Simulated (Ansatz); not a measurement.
NH3 on the 1x1 (0001) surface of hcp Ti, one in a 2x2 cell, energies for each (29.9 Å²). Energies are against NH3(g), without zero-point or thermal terms; each row is named by its start.

All values below come from PBE (plane waves to 420 eV, PAW; Ansatz, a quantum-chemistry and plane-wave program).

Problem. Which site binds most strongly?
(A) bridge Ti-Ti (span 2.9 Å)
(B) hollow Ti-Ti-Ti
(C) hollow Ti-Ti-Ti over Ti at depth 2.2 Å
(D) top Ti

Solution. D, top Ti. Adsorption energies: top Ti -0.86 eV; hollow Ti-Ti-Ti -0.74 eV; bridge Ti-Ti (span 2.9 Å) -0.73 eV; hollow Ti-Ti-Ti over Ti at depth 2.2 Å -0.68 eV.
